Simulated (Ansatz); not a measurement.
HfGeO3 (model structure, started from the PbTiO3 type, P4mm, No. 99, 5 atoms in the cell) was calculated with PBEsol (PAW; Ansatz, a first-principles code).

Settings: plane-wave cutoff 520 eV, 8×8×8 k mesh, Fermi–Dirac smearing 0.01 eV, scalar-relativistic PAW data made under PBE.

Cell (relaxed with PBEsol):

```cif
data_GeHfO3
_chemical_formula_sum 'Hf1 Ge1 O3'
_space_group_name_H-M_alt 'P4mm'
_space_group_IT_number 99
_space_group_name_Hall 'P 4 -2'
_cell_length_a 3.99594
_cell_length_b 3.99594
_cell_length_c 4.24590
_cell_angle_alpha 90.000
_cell_angle_beta 90.000
_cell_angle_gamma 90.000
loop_
_atom_site_label
_atom_site_type_symbol
_atom_site_symmetry_multiplicity
_atom_site_Wyckoff_symbol
_atom_site_fract_x
_atom_site_fract_y
_atom_site_fract_z
_atom_site_occupancy
Hf1 Hf 1 b 0.50000 0.50000 0.56912 1
Ge1 Ge 1 a 0.00000 0.00000 0.18998 1
O1 O 2 c 0.00000 0.50000 0.45526 1
O2 O 1 b 0.50000 0.50000 0.02058 1
```

**Question.** What does this level give for the band gap, smallest direct gap on the k points sampled and Γ–Γ gap?

**Answer.** 
* **band gap**: 1.39 eV
* **smallest direct gap on the k points sampled**: 2.37 eV
* **Γ–Γ gap**: 3.58 eV

Note: the relaxation could raise the start's symmetry but not lower it, so the cell can be a saddle point.

Spin–orbit coupling is not included.

The result took around 16 core-seconds (rough).

A model structure was made by putting elements into a prototype or built by hand; it is no filed structure, need not be a known phase, and can be a saddle point held by its symmetry.
